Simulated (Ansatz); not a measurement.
## A computed series for CsGeBr3: response to strain

Base system: CsGeBr$_{3}$ in the cubic perovskite structure (space group Pm-3m, No. 221; a cell from a computed database, its experimental status unchecked).

```
CELL_PARAMETERS angstrom
      5.47465     0.00000     0.00000
      0.00000     5.47465     0.00000
      0.00000     0.00000     5.47465
ATOMIC_POSITIONS crystal
  Cs 0.00000 0.00000 0.00000
  Ge 0.50000 0.50000 0.50000
  Br 0.50000 0.50000 0.00000
  Br 0.00000 0.50000 0.50000
  Br 0.50000 0.00000 0.50000
```

Cartesian axes are those of the cell as printed.

Strains are applied to the cell and any free atomic positions relax; under biaxial strain the out-of-plane vector relaxes too.

Levels (all Ansatz, a program for electronic structure, PAW): PBEsol (420 eV, without spin-orbit coupling); r2SCAN (500 eV, no SOC).

Band gaps by level, all at the geometries relaxed with PBEsol:

| case | PBEsol | r2SCAN |
|---|---|---|
| base | 0.35 eV | 0.51 eV |
| biaxial strain +0.89 %, plane normal [001], relaxed out of plane | 0.39 eV | ___ |
| biaxial strain +1.80 %, plane normal [111], relaxed out of plane | 0.38 eV | ___ |

**Question.** Complete the table.

**Answer.** 
- biaxial strain +0.89 %, plane normal [001], relaxed out of plane, r2SCAN: 0.56 eV
- biaxial strain +1.80 %, plane normal [111], relaxed out of plane, r2SCAN: 0.55 eV

Single points use the geometry relaxed with PBEsol. Whether these cells are dynamically stable was not tested. Many cubic perovskites are stable only at high temperature; tilts and polar distortions were not tested.
